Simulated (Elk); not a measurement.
# Elk run on Ti3Zn (I4/mmm, 4 atoms in the cell): self-consistent single point

Method of the run: PBEsol, all-electron FP-LAPW, Elk's shipped species files, default APW+lo basis run with Elk.

This input was run:

```
tasks
  0

xctype
  22

spinpol
  .true.

reducebf
  0.8

rgkmax
  7.0

nempty
  10

stype
  3

swidth
  0.00367493

avec
   -3.6730455506    3.6730455506    7.8413920980
    3.6730455506   -3.6730455506    7.8413920980
    3.6730455506    3.6730455506   -7.8413920980

sppath
  'species/'

atoms
  2   : nspecies
  'Ti.in'   : spfname
  3   : natoms; atposl, bfcmt below
  0.7500000000  0.2500000000  0.5000000000    0.0 0.0 -0.5
  0.2500000000  0.7500000000  0.5000000000    0.0 0.0 -0.5
  0.5000000000  0.5000000000  0.0000000000    0.0 0.0 -0.5
  'Zn.in'   : spfname
  1   : natoms; atposl, bfcmt below
  0.0000000000  0.0000000000  0.0000000000    0.0 0.0 0.0

ngridk
  6 6 6
```

Output, abridged:

```
│ Elk code version 10.2.4 │

All units are atomic (Hartree, Bohr, etc.)

│ Ground-state run starting from atomic densities │

Lattice vectors :
  -3.673045551       3.673045551       7.841392098
   3.673045551      -3.673045551       7.841392098
   3.673045551       3.673045551      -7.841392098

Unit cell volume      :    423.1611517
Brillouin zone volume :   0.5861838037

Muffin-tin inner radius fraction :   0.1000000000E-01

Nuclei treated as point charges

Species :    1 (Ti)
 parameters loaded from : Ti.in
 name : titanium
 nuclear charge    :   -22.00000000
 electronic charge :    22.00000000
 atomic mass :    87256.20310
 muffin-tin radius :    2.400000000
 number of radial points in muffin-tin :    497
 atomic positions (lattice), magnetic fields (Cartesian) :
   1 :  -0.25000000  0.25000000  0.50000000    0.00000000  0.00000000 -0.50000000
   2 :   0.25000000 -0.25000000  0.50000000    0.00000000  0.00000000 -0.50000000
   3 :   0.50000000  0.50000000  0.00000000    0.00000000  0.00000000 -0.50000000

Species :    2 (Zn)
 parameters loaded from : Zn.in
 name : zinc
 nuclear charge    :   -30.00000000
 electronic charge :    30.00000000
 atomic mass :    119233.3129
 muffin-tin radius :    2.400000000
 number of radial points in muffin-tin :    497
 atomic positions (lattice), magnetic fields (Cartesian) :
   1 :   0.00000000  0.00000000  0.00000000    0.00000000  0.00000000  0.00000000

Total number of atoms per unit cell :    4

Spin treatment :
 spin-polarised
 global magnetic field (Cartesian) :    0.000000000       0.000000000       0.000000000
 collinear magnetisation in z-direction

Number of Bravais lattice symmetries :   16
Number of crystal symmetries         :   16
Crystal has inversion symmetry
Real symmetric eigensolver will be used

k-point grid :      6     6     6
k-point offset :    0.000000000       0.000000000       0.000000000
k-point set is reduced with full crystal symmetry group
   [... lines left out ...]
Maximum |G| for potential and density :    12.00000000
 potential will be trimmed for |G| > 2 gkmax
Constant for pseudocharge density :    7
Radial integration step length :    4

G-vector grid sizes :     36    36    36
Number of G-vectors :    12277

Maximum angular momentum used for
 APW functions                      :    8
 outer part of muffin-tin           :    6
 inner part of muffin-tin           :    1

Total nuclear charge    :   -96.00000000
Total core charge       :    42.00000000
Total valence charge    :    54.00000000
Total excess charge     :    0.000000000
Total electronic charge :    96.00000000

Effective Wigner radius, rₛ :    1.017142925

Number of empty states         :   40
Total number of valence states :  134
Total number of core states    :   42

Total number of local-orbitals :   56

Exchange-correlation functional :     22     0     0
 PBEsol, Phys. Rev. Lett. 100, 136406 (2008)
 gradient requirement :    1
 generalised gradient approximation (GGA)

Smearing type :    3
 Fermi-Dirac
Smearing width :   0.3674930000E-02
Effective electronic temperature (K) :    1160.451112

Mixing type :    3
 Broyden mixing, J. Phys. A: Math. Gen. 17, L317 (1984)

Kohn-Sham potential initialised from atomic data
│ Self-consistent loop started │
│ Loop number : 1 │
 total energy                :     -4341.49783487
 total moment                :    2.583625802
│ Loop number : 2 │
 total energy                :     -4342.26717650
 total moment                :    2.577917898
RMS change in Kohn-Sham potential (target) :    2.425313771     (  0.1000000000E-05)
Absolute change in total energy (target)   :   0.7693416323     (  0.1000000000E-03)
│ Loop number : 3 │
 total energy                :     -4337.77682374
 total moment                :    2.426734009
RMS change in Kohn-Sham potential (target) :    2.309142563     (  0.1000000000E-05)
Absolute change in total energy (target)   :    4.298017358     (  0.1000000000E-03)
│ Loop number : 4 │
 total energy                :     -4345.35100702
 total moment                :    1.328346793
RMS change in Kohn-Sham potential (target) :    1.517828820     (  0.1000000000E-05)
Absolute change in total energy (target)   :    6.499678939     (  0.1000000000E-03)
│ Loop number : 5 │
 total energy                :     -4349.65283646
   [... lines left out ...]
RMS change in Kohn-Sham potential (target) :   0.2490758484E-05 (  0.1000000000E-05)
Absolute change in total energy (target)   :   0.9083652003E-05 (  0.1000000000E-03)
│ Loop number : 22 │
 total energy                :     -4353.45200193
 total moment                :   0.2391829567E-02
RMS change in Kohn-Sham potential (target) :   0.1677478424E-05 (  0.1000000000E-05)
Absolute change in total energy (target)   :   0.2511019647E-04 (  0.1000000000E-03)
│ Loop number : 23 │
 total energy                :     -4353.45199707
 total moment                :   0.2355534320E-02
RMS change in Kohn-Sham potential (target) :   0.1106868570E-05 (  0.1000000000E-05)
Absolute change in total energy (target)   :   0.1113715734E-04 (  0.1000000000E-03)
│ Loop number : 24 │
 total energy                :     -4353.45200016
 total moment                :   0.1737458219E-02
RMS change in Kohn-Sham potential (target) :   0.5928329761E-06 (  0.1000000000E-05)
Absolute change in total energy (target)   :   0.2979177225E-06 (  0.1000000000E-03)
Convergence targets achieved

│ Loop number : 25 │

Energies :
 Fermi                       :     0.284325781016
 sum of eigenvalues          :     -2518.58241806
 electron kinetic            :      4409.77875935
 core electron kinetic       :      3990.03289931
 Coulomb                     :     -8569.17146538
 Coulomb potential           :     -6674.44630415
 nuclear-nuclear             :     -566.650415080
 electron-nuclear            :     -9330.59579645
 Hartree                     :      1328.07474615
 Madelung                    :     -5231.94831330
 xc potential                :     -253.914873236
 xc effective B-field        :    -0.131218733010E-07
 external B-field            :      0.00000000000
 exchange                    :     -189.152452771
 correlation                 :     -4.90196298992
 electron entropic           :    -0.487473235820E-02
 total energy                :     -4353.45199652
 (external B-field energy excluded from total)

Density of states at Fermi energy :    105.6960609
 (states/Hartree/unit cell)

Estimated indirect band gap :   0.2800491582E-04
 from k-point      2 to k-point      2
Estimated direct band gap   :   0.2800491582E-04
 at k-point      2

Charges :
 core                        :    42.00000000
 valence                     :    54.00000000
 interstitial                :    5.592295333
 muffin-tins (core leakage)
  species :    1 (Ti)
   atom    1                 :    20.42837934     (  0.5858940000E-09)
   atom    2                 :    20.42837934     (  0.5858940000E-09)
   atom    3                 :    20.40625072     (  0.5982148110E-09)
  species :    2 (Zn)
   atom    1                 :    29.14469526     (  0.8283043245E-04)
 total in muffin-tins        :    90.40770467
 total calculated charge     :    96.00430710
 total charge                :    96.00000000
 error                       :   0.4307104033E-02

Moments :
 interstitial                :   0.3326467560E-03
 muffin-tins
  species :    1 (Ti)
   atom    1                 :   0.4332016188E-03
   atom    2                 :   0.4332016188E-03
   atom    3                 :   0.4090594544E-03
  species :    2 (Zn)
   atom    1                 :  -0.2531759676E-04
 total in muffin-tins        :   0.1250145095E-02
 total moment                :   0.1582791851E-02

│ Self-consistent loop stopped │
```

The run converged in 25 iterations. The count includes the last loop, which Elk runs after its targets are met.

The starting cell comes from a database of computed structures (which also holds hypothetical and non-ambient phases and stackings), without a prior relaxation at this level. Its lattice was rescaled by a random factor within 2.5 % of one. The starting moments vanished: the run ended non-magnetic. Values depend on the basis (sphere radii, cutoffs, local orbitals), which need not be converged. The log's line on a gap gives a spacing of levels on this mesh, which the program prints for metals too.

Cost on one core of a shared machine: roughly 90 s.
